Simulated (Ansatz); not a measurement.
Functionals compared on the (221) surface of bcc Ta in its 1x1 cell, outermost plane spacing 0.55 Å in the ideal cut, in Ansatz (plane waves, PAW). The structure was relaxed with PBE; the other rows are single points on it, each with its references at the same level. Cutoff 420 eV (500 eV for r2SCAN).

Set-up: 19 atoms, 10.0 Å thick at the start (thin: gaps and levels are the slab's own); mesh 9x6x1; 0.1 eV smearing; dipole correction on; all atoms relaxed; held to the part of the start's symmetry that mesh and held atoms allow; no spin, no spin-orbit, no U. These notes are the PBE run's.

```json
[
 {"functional": "PBE", "surface energy (J/m²)": "2.66", "work function of the top face (eV)": "4.07", "rough cost of the single point": "–"},
 {"functional": "LDA", "surface energy (J/m²)": "2.96", "work function of the top face (eV)": "4.33", "rough cost of the single point": "around 4 core-minutes (rough)"},
 {"functional": "PBEsol", "surface energy (J/m²)": "2.91", "work function of the top face (eV)": "4.16", "rough cost of the single point": "very roughly 4 core-minutes"},
 {"functional": "RPBE", "surface energy (J/m²)": "2.51", "work function of the top face (eV)": "3.94", "rough cost of the single point": "very roughly 5 core-minutes"},
 {"functional": "r2SCAN", "surface energy (J/m²)": "2.88", "work function of the top face (eV)": "4.08", "rough cost of the single point": "about 10 core-minutes (a rough figure)"}
]
```

Ansatz is an electronic-structure program.
